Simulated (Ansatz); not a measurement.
Consider the following.

```
CELL_PARAMETERS angstrom
      3.90567     0.00000     0.00000
      0.00000     3.90567     0.00000
      0.00000     0.00000     3.90567
ATOMIC_POSITIONS crystal
  Sb 0.00000 0.00000 0.00000
  Rh 0.50000 0.50000 0.00000
  Rh 0.00000 0.50000 0.50000
  Rh 0.50000 0.00000 0.50000
```

Level of theory: PBEsol, DFPT electron-phonon coupling, linearised Boltzmann equation (plane waves, PAW, scalar-relativistic; Ansatz, an electronic-structure program). How the cell was made: relaxed with this functional, without spin-orbit coupling.

Q: Estimate the phonon-limited resistivity at 300 K, by direction if it differs.

A: 19.2 μΩ·cm.

Q: How long is the mean free path there?

A: 9.1 nm, weighted by the current that each state carries. Wires not much wider than this gain resistivity from their walls.

A metal at this level (no band gap). Only scattering by harmonic phonons is included (no impurities, grain boundaries, electron-electron scattering or thermal expansion). Spin-orbit coupling is left out. Halving the electron mesh (24x24x24) moves the resistivity by up to 2 % at 300 K, the mean free path by up to 2 %. Smearing 0.20 eV; phonons on a 4x4x4 q mesh, which this run doesn't test.

Computed structure with no diffraction record at hand here (it may be known, metastable or hypothetical): Rh3Sb (Pm-3m).
